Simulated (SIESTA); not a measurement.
Input and output of a self-consistent single point for RbMg₆Sn (Amm2, 8 atoms in the cell) (SIESTA).

Level of theory: SIESTA 5.4.2 with GGA PBEsol, numerical atomic orbitals TZP, PseudoDojo PBEsol standard norm-conserving potentials (rewritten from UPF to PSML).

```yaml
crystal:
  lattice:
    - [5.35028, 0.00000, 0.00000]
    - [0.00000, 3.61171, 6.24514]
    - [0.00000, -3.61171, 6.24514]
  atoms:
    - { symbol: Rb, position: [0.50000, 0.66751, 0.66751] }
    - { symbol: Mg, position: [0.00000, 0.28994, 0.85708] }
    - { symbol: Mg, position: [0.00000, 0.85708, 0.28994] }
    - { symbol: Mg, position: [0.00000, 0.33244, 0.33244] }
    - { symbol: Mg, position: [0.50000, 0.16030, 0.67712] }
    - { symbol: Mg, position: [0.50000, 0.67712, 0.16030] }
    - { symbol: Mg, position: [0.50000, 0.16138, 0.16138] }
    - { symbol: Sn, position: [0.00000, 0.85422, 0.85422] }
```

Reference input (self-consistent single point, DFT, GGA PBEsol, numerical atomic orbitals TZP, PseudoDojo PBEsol standard norm-conserving potentials (rewritten from UPF to PSML)): XC.functional = GGA; XC.authors = PBEsol; potentials = PseudoDojo PBEsol standard; PAO.BasisSize = TZP; PAO.EnergyShift = 0.01 Ry; MeshCutoff = 350 Ry; kgrid.MonkhorstPack = 4 3 3; OccupationFunction = FD; ElectronicTemperature = 1160.45 K; MaxSCFIterations = 150; SCF.Mixer.Method = Pulay; SCF.Mixer.Weight = 0.25. This run's input differs from it in these lines:

```diff
@@ -35,5 +35,5 @@
 %block kgrid.MonkhorstPack
-    4   0   0  0.0
-    0   3   0  0.0
-    0   0   3  0.0
+    6   0   0  0.0
+    0   5   0  0.0
+    0   0   5  0.0
 %endblock kgrid.MonkhorstPack
```

Log, with long lists cut:

```
        iscf     Eharris(eV)        E_KS(eV)     FreeEng(eV)     dDmax    Ef(eV) dHmax(eV)
   scf:    1   -12542.613067   -12549.653086   -12549.800642  1.065112 -3.092921  4.701761
   scf:    2   -12550.575227   -12550.261127   -12550.414238  0.149179 -3.087264  2.847750
   scf:    3   -12550.481840   -12550.375246   -12550.528419  0.062691 -3.119242  1.714211
   scf:    4   -12550.483826   -12550.435156   -12550.587870  0.087494 -3.172573  0.132406
   scf:    5   -12550.436108   -12550.435774   -12550.588589  0.003511 -3.176335  0.068743
   scf:    6   -12550.435972   -12550.435901   -12550.588752  0.007119 -3.177833  0.006294
   scf:    7   -12550.435930   -12550.435916   -12550.588755  0.000294 -3.178246  0.006433
   scf:    8   -12550.435910   -12550.435913   -12550.588756  0.000212 -3.178387  0.001455
   scf:    9   -12550.435912   -12550.435912   -12550.588756  0.000072 -3.178494  0.000621
SCF Convergence by DM+H criterion
max |DM_out - DM_in|         :     0.0000721516
max |H_out - H_in|      (eV) :     0.0006212450
SCF cycle converged after 9 iterations

Using DM_out to compute the final energy and forces

siesta: E_KS(eV) =           -12550.4359

siesta: E_KS - E_eggbox =    -12550.4359

siesta: Atomic forces (eV/Ang):
     1    0.000000    0.000000    0.057271
     2    0.000000   -0.037491   -0.035912
     3    0.000000    0.037491   -0.035912
     4    0.000000    0.000000    0.003941
     5    0.000000   -0.057275    0.020251
     6    0.000000    0.057275    0.020251
     7    0.000000    0.000000   -0.053367
     8   -0.000000   -0.000000    0.099001
   Tot    0.000000   -0.000000    0.075524
   Max    0.099001
   Res    0.034591    sqrt( Sum f_i^2 / 3N )
   Max    0.099001    constrained

   [... lines left out ...]
siesta: FreeEng =    -12550.588756
   [... lines left out ...]
siesta:     0.018248   -0.000000   -0.000000
siesta:     0.000000    0.015058   -0.000000
siesta:     0.000000   -0.000000    0.015588

siesta: Cell volume =        241.358092 Ang**3

siesta: Pressure (static):
siesta:                Solid            Molecule  Units
siesta:          -0.00017751         -0.00019308  Ry/Bohr**3
siesta:          -0.01629783         -0.01772812  eV/Ang**3
siesta:         -26.11199458        -28.40358481  kBar
```

The run converged in 9 iterations. Against the reference run the free energy goes up by 6.0 meV/atom, the pressure stays near -2.61 GPa while the xx stress (positive for compression) goes from -3.46 to -2.92 GPa and the largest force goes from 0.144 to 0.099 eV/Å.

The starting cell comes from a database of computed structures (which also holds hypothetical and non-ambient phases and stackings), without a prior relaxation at this level. Its lattice was rescaled by a random factor within 2.5 % of one. Values carry the incompleteness of an atom-centred basis.

Cost on one core of a shared machine: roughly 60 s.
